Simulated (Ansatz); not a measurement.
Base system: C in the graphite type structure (space group P6_3/mmc, No. 194; a = 2.465 Å, c = 6.729 Å; layered, stacked along the Cartesian z axis).

Method: PBE-D3(BJ) (Ansatz, a first-principles code; PAW; 420 eV plane waves; no spin-orbit coupling), earlier PAW set.

One change was made to it. Results:

The c/a ratio falls by 0.048, from 2.730 to 2.682; the volume per atom shrinks by 0.17 Å³ to 8.68 Å³.

Problem. Which of these changes matches the shifts?
A. pressure 0.7 GPa
B. pressure 7.5 GPa
C. pressure −1 GPa
D. pressure 10 GPa

Solution. A, pressure 0.7 GPa. For comparison, the volume per atom in the other runs: pressure −1 GPa gives 9.21 Å³; pressure 10 GPa gives 7.65 Å³; pressure 7.5 GPa gives 7.83 Å³.

The mesh was chosen for an insulator and is coarse for the gapless case. Load acts through the strain it causes; cell and atoms are relaxed under it. Stability against distortions was not tested. Competing high-pressure phases were not computed.
